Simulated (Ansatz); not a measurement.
Ansatz (an electronic-structure program) run on CaI2 (P3m1, 3 atoms in the cell): self-consistent single point.

Method: PBEsol, default PAW files made with PBE (plane waves; Ansatz).

```xyz
3
Lattice="4.5516 0.0000 0.0000 -2.2758 3.9418 0.0000 0.0000 0.0000 7.2459" Properties=species:S:1:pos:R:3 pbc="T T T"
Ca     0.0000     0.0000     0.0500
I      0.0000     2.6279     1.7702
I      2.2758     1.3139     5.4757
```

Reference input (self-consistent single point, DFT, PBEsol, plane waves, default PAW files made with PBE): basis.ecutwfc = 30.9 Ry; kpoints.mp_grid.grid = 6 6 4; hamiltonian.xc = pbesol; hamiltonian.pseudopotentials = {kind: paw} (the program's default PAW files); scf.occupations.method = fixed. This run's input differs from it in these lines:

Ansatz 0.2 input:
```diff
@@ -12,3 +12,3 @@
 kpoints:
-  mp_grid: { grid: [6, 6, 4] }
+  mp_grid: { grid: [7, 7, 4] }
 hamiltonian:
```

Log, with long lists cut:

```
SCF iter   1: F=—  HF=-16663.157846 eV  |F-HF|=—  |Δ(HF+E_count)|=         —  Δρ=1.99e-3  dr2=4.09e-3  ethr=1.77e-3  ⟨swp⟩=7.0  Hψ=3366  notcnv=0  defer=73
all-band conjugate gradients solve this SCF's bands
preconditioner: auto → Resta (q_TF=auto, 2.278 Å⁻¹)
SCF iter   2: F=—  HF=-16663.157138 eV  |F-HF|=—  |Δ(HF+E_count)|=   7.08e-4  Δρ=9.67e-4  dr2=1.20e-3  ethr=9.30e-6  ⟨swp⟩=5.0  Hψ=2017  notcnv=0  defer=82
SCF iter   3: F=—  HF=-16663.157255 eV  |F-HF|=—  |Δ(HF+E_count)|=   1.17e-4  Δρ=2.12e-4  dr2=7.26e-5  ethr=2.74e-6  ⟨swp⟩=2.2  Hψ=1040  notcnv=0  defer=81
SCF iter   4: F=—  HF=-16663.157296 eV  |F-HF|=—  |Δ(HF+E_count)|=   4.09e-5  Δρ=7.72e-5  dr2=1.04e-5  ethr=1.65e-7  ⟨swp⟩=2.0  Hψ=912  notcnv=0  defer=79
SCF iter   5: F=—  HF=-16663.157307 eV  |F-HF|=—  |Δ(HF+E_count)|=   1.12e-5  Δρ=2.05e-5  dr2=7.56e-7  ethr=2.37e-8  ⟨swp⟩=2.0  Hψ=952  notcnv=0  defer=79
SCF iter   6: F=-16663.157309 eV  HF=-16663.157308 eV  |F-HF|=1.94e-7  |Δ(HF+E_count)|=   1.26e-6  Δρ=6.35e-6  dr2=7.21e-8  ethr=2.27e-10  ⟨swp⟩=16.0  Hψ=5305  notcnv=0
SCF 1 converged in 6 iterations: F = -16663.157309 eV  dr2 = 7.21e-8
Free energy (F): -16663.157309 eV
Internal energy: -16663.157309 eV  (E = F + TS)
E sigma→0 (E₀):  -16663.157309 eV
Fermi energy:    3.295247 eV
--- Forces (eV/Å), atoms counted from 1 ---
  atom   1  Ca     0.00000000    -0.00000000    -0.23126364
  atom   2  I      0.00000000    -0.00000000    -0.08572217
  atom   3  I     -0.00000000     0.00000000     0.31697971
--- Stress (GPa, compression-positive) ---
       -1.309304       0.000000       0.000000
        0.000000      -1.309304      -0.000000
        0.000000      -0.000000      -1.031919
  P = ⅓ Tr σ = -1.2168 GPa (-12.168 kbar)
  The stress holds the Pulay correction. Without it, at fixed plane waves, as pw.x and ABINIT print it: P = -1.2299 GPa
```

The run converged in 6 iterations. Against the reference run the free energy hardly moves (within 1 meV/atom), the pressure stays at -1.22 GPa, the largest force stays at 0.317 eV/Å and the gap on the mesh goes from 3.592 to 3.625 eV.

The starting cell comes from a database of computed structures (which also holds hypothetical and non-ambient phases and stackings), without a prior relaxation at this level. Its lattice was rescaled by up to half a per cent. One atom was moved a little off its site on purpose. Spin-orbit coupling is off. Ansatz's pressure includes its estimate of the finite-basis (Pulay) stress.
